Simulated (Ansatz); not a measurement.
## A computed series for Ti: response to strain

The parent structure is Ti in the hcp (Mg type) structure (space group P6_3/mmc, No. 194; a = 2.9398 Å, c = 4.6540 Å; relaxed with 0.1 eV smearing). Axes: x lies along a and z along c of the hexagonal cell.

Strains are applied to the cell and any free atomic positions relax; under biaxial strain the out-of-plane vector relaxes too.

Method: PBE (Ansatz, a first-principles code; PAW; 420 eV plane waves; no spin-orbit coupling).

Notes on the quantities. in-plane stress: mean in-plane stress (compression positive).

```tsv
case	shortest interatomic distance	in-plane stress
base	2.880 Å	–
biaxial strain −3.00 %, plane normal [001], relaxed out of plane	2.852 Å	+6.2 GPa
biaxial strain −1.50 %, plane normal [001], relaxed out of plane	…	…
biaxial strain −0.50 %, plane normal [001], relaxed out of plane	2.883 Å	+1.0 GPa
biaxial strain +0.50 %, plane normal [001], relaxed out of plane	2.878 Å	-1.0 GPa
biaxial strain +1.00 %, plane normal [001], relaxed out of plane	2.875 Å	-1.9 GPa
biaxial strain +1.50 %, plane normal [001], relaxed out of plane	2.873 Å	-2.8 GPa
biaxial strain +2.00 %, plane normal [001], relaxed out of plane	2.871 Å	-3.7 GPa
biaxial strain +2.50 %, plane normal [001], relaxed out of plane	2.869 Å	-4.5 GPa
biaxial strain +3.00 %, plane normal [001], relaxed out of plane	2.867 Å	-5.3 GPa
```

Problem. Some entries are withheld; estimate them.

Solution. 
- biaxial strain −1.50 %, plane normal [001], relaxed out of plane, shortest interatomic distance: 2.889 Å
- biaxial strain −1.50 %, plane normal [001], relaxed out of plane, in-plane stress: +3.0 GPa

No phonon test of stability was made. The final runs are not spin-polarised.
